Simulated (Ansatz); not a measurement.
```xyz
4
Lattice="1.7090 -2.1770 0.0000 1.7090 2.1770 0.0000 0.0000 0.0000 9.2672" Properties=species:S:1:pos:R:3 pbc="T T T"
Nb     1.7090     0.0000     6.9651
Nb     1.7090     0.0000     2.3022
Nb     0.0000     0.0000     4.6336
Au     0.0000     0.0000     0.0000
```

Nb3Au (Cmmm), PBEsol, DFPT electron-phonon coupling, linearised Boltzmann equation (plane waves, PAW, scalar-relativistic; Ansatz, a first-principles code): the phonon-limited resistivity at 300 K is 12.4 μΩ·cm (x, a), 14.8 μΩ·cm (y, b), 23.3 μΩ·cm (z, c). Third figures are kept for the arithmetic.

Task: How anisotropic is it, and between which bounds lies a dense polycrystal with random grains and no boundary scattering?

Result: Largest over smallest: 1.88. Upper bound, grains in series: (12.4 + 14.8 + 23.3)/3 = 16.8 μΩ·cm. Lower bound, grains side by side: 3/Σ(1/ρ) = 15.7 μΩ·cm. The best single-crystal direction lies 21 % under the lower bound.

Task: The current-weighted mean free path is 6.33 nm along x and 7.86 nm along z. How does ρ₀ℓ differ between these directions?

Result: x: 12.4 × 6.33 = 7.8×10⁻¹⁶ Ω·m²; z: 23.3 × 7.86 = 18.3×10⁻¹⁶ Ω·m², a ratio of 2.3. The size effect in a wire also hangs on the velocities towards its walls, so the isotropic formulas don't carry over to this crystal.

A metal at this level (no band gap). Only scattering by harmonic phonons is included (no impurities, grain boundaries, electron-electron scattering or thermal expansion). Spin-orbit coupling is left out, which matters with elements this heavy. Halving the electron mesh (32x32x12) moves the resistivity by up to 6 % at 300 K, the mean free path by up to 5 %. Smearing 0.20 eV; phonons on a 5x5x2 q mesh, which this run doesn't test.

Computed structure with no diffraction record at hand here (it may be known, metastable or hypothetical): Nb3Au (Cmmm).
